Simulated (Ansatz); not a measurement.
**CaO under a change: isotropic strain +1.00 %**

Take CaO in the rock salt structure (space group Fm-3m, No. 225; a = 4.7671 Å) as the base.

Perturbation: every lattice vector is stretched by 1.00 %; the atoms relax in the strained cell.

Calculations: PBEsol, PAW, 420 eV (Ansatz, an electronic-structure program; spin-orbit coupling left out). Settings: 12×12×12 k-points, 0.05 eV Fermi–Dirac smearing.

```json
[
 {"quantity": "volume per atom", "base": "13.54 Å³", "changed": "13.95 Å³", "shift": "+0.41 Å³"},
 {"quantity": "space group", "base": "Fm-3m (No. 225)", "changed": "Fm-3m (No. 225)", "shift": "–"},
 {"quantity": "shortest interatomic distance", "base": "4.504 bohr", "changed": "4.549 bohr", "shift": "+0.045 bohr"},
 {"quantity": "energy relative to the base (free energy F)", "base": "0 meV/atom", "changed": "+4.2 meV/atom", "shift": "+4.2 meV/atom"},
 {"quantity": "pressure", "base": "0.00 GPa", "changed": "-3.23 GPa", "shift": "-3.23 GPa"},
 {"quantity": "band gap", "base": "3.54 eV", "changed": "3.56 eV", "shift": "+0.013 eV"},
 {"quantity": "gap character", "base": "indirect, Γ → X", "changed": "indirect, Γ → X", "shift": "–"},
 {"quantity": "smallest direct gap", "base": "3.92 eV", "changed": "3.94 eV", "shift": "+0.02 eV"},
 {"quantity": "mean gap deformation potential ΔEg/Δln V", "base": "–", "changed": "+0.4 eV", "shift": "–"},
 {"quantity": "width of the top valence band", "base": "1.26 eV", "changed": "1.20 eV", "shift": "-0.06 eV"},
 {"quantity": "electron mass", "base": "1.4 mₑ along k, 0.42 mₑ across (at X)", "changed": "1.4 mₑ along k, 0.43 mₑ across (at X)", "shift": "–"},
 {"quantity": "hole mass (degenerate bands, along [100])", "base": "0.34, 2.8, 2.8 mₑ (at Γ)", "changed": "0.34, 2.8, 2.8 mₑ (at Γ)", "shift": "–"},
 {"quantity": "valley order (the lowest conduction-band minima on the path, energy above the VBM, named in the base's zone)", "base": "X along ⟨100⟩ 3.54 eV; Γ 4.78 eV", "changed": "X along ⟨100⟩ 3.56 eV; Γ 4.54 eV", "shift": "–"}
]
```

Masses are band curvatures over ±0.01 Å⁻¹ around the edge. Along k means along the line from Γ to the band edge. No phonon test of stability was made.
